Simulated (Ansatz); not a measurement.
Consider BP in the zinc blende structure (space group F-43m, No. 216; a = 4.4905 Å). Axes: x, y, z lie along the cube axes.

The values are results of LDA, PAW, 420 eV (Ansatz, a program for electronic structure; scalar-relativistic without spin-orbit coupling), not measurements.

For the base:

Band gap: 1.14 eV

Modification: tensile biaxial strain of 2.50 % in the plane normal to [111], as in epitaxy on a mismatched substrate; the out-of-plane cell vector and the atoms relax.

What does the calculation give for the band gap and ratio −ε⊥/ε∥ after the change?

The band gap drops by 0.130 eV (1.14 eV → 1.02 eV); the ratio −ε⊥/ε∥ comes out as 0.20.

No phonon test of stability was made.
